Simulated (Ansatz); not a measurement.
Here is the system:

End structure of a constructed model of the (111) surface of fcc Cu, (√3x√3)R30° layer of Te, one a cell, in the other hollow (bottom of the slab: a bare face, its two planes held):

```yaml
crystal:
  lattice:
    - [3.85020, 2.22291, 0.00000]
    - [-3.85020, 2.22291, 0.00000]
    - [0.00000, 0.00000, 29.00000]
  atoms:
    - { symbol: Cu, position: [0.00000, 0.66667, 0.27796] }
    - { symbol: Cu, position: [0.33333, 0.33333, 0.27796] }
    - { symbol: Cu, position: [0.66667, 0.00000, 0.27796] }
    - { symbol: Cu, position: [0.00000, 0.33333, 0.35023] }
    - { symbol: Cu, position: [0.33333, 0.00000, 0.35023] }
    - { symbol: Cu, position: [0.66667, 0.66667, 0.35023] }
    - { symbol: Cu, position: [0.00000, 0.99960, 0.42219] }
    - { symbol: Cu, position: [0.33373, 0.66706, 0.42219] }
    - { symbol: Cu, position: [0.66627, 0.33333, 0.42219] }
    - { symbol: Cu, position: [0.00000, 0.66574, 0.49439] }
    - { symbol: Cu, position: [0.33240, 0.33333, 0.49439] }
    - { symbol: Cu, position: [0.66760, 0.00093, 0.49439] }
    - { symbol: Cu, position: [0.00000, 0.33333, 0.56690] }
    - { symbol: Cu, position: [0.33333, 0.00000, 0.56647] }
    - { symbol: Cu, position: [0.66667, 0.66667, 0.56647] }
    - { symbol: Cu, position: [0.00000, 0.99019, 0.63890] }
    - { symbol: Cu, position: [0.34314, 0.67647, 0.63890] }
    - { symbol: Cu, position: [0.65686, 0.33333, 0.63890] }
    - { symbol: Te, position: [0.00000, 0.33333, 0.70878] }
```

Set-up: 19 atoms, 12.9 Å thick at the start; mesh 10x10x1; 0.1 eV smearing; dipole correction on; 6 atoms held, the rest relaxed; held to the start's symmetry, so lower structures may exist; no spin, no spin-orbit, no U. In PBE it is, or lies within 0.01 eV a 1x1 cell of, the lowest of the 2 structures of its composition computed so far; larger cells were not tried.

Q: Estimate the work function of the top face that PBE in Ansatz (an electronic-structure program) returns for this input.

A: 4.84 eV
